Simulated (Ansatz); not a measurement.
GaP (F-43m), Ansatz (a first-principles code) with HSE06 with spin-orbit coupling, rigid bands. Band gap 2.22 eV, N_c = 4.25e19 cm⁻³ and N_v = 2.06e19 cm⁻³ at 300 K, conductivity masses of 0.344 mₑ (electrons) and 0.477 mₑ (holes). Take k_BT = 0.02585 eV.

### Question
A film of it is 2 nm thick. Estimate the confinement energies in an infinite well.

### Answer
ħ²π²/(2m t²) = 0.376 eV·nm²/(m/mₑ × t²) gives 273 meV for electrons and 197 meV for holes, so the gap would widen to about 2.69 eV. Finite barriers and nonparabolic bands lower this, and with several valleys or bands the heaviest mass along the normal sets the lowest level, not this average.

### Question
What built-in voltage has an abrupt junction with N_A = 1e17 and N_D = 1e17 cm⁻³, all dopants ionised?

### Answer
V_bi = E_g/e − (k_BT/e) ln(N_c N_v/(N_A N_D)) = 2.22 − 0.02585 × 11.38 = 1.93 V, for the computed gap.

### Question
What thermal injection velocity √(2k_BT/πm) limits a ballistic channel?

### Answer
9.17e6 cm/s for electrons and 7.79e6 cm/s for holes, a ratio of √(m_h/m_e) = 1.18, for dilute carriers.

Rigid bands with the computed gap; masses take one relaxation time for all states. Geometry: cell and atoms relaxed with PBEsol.
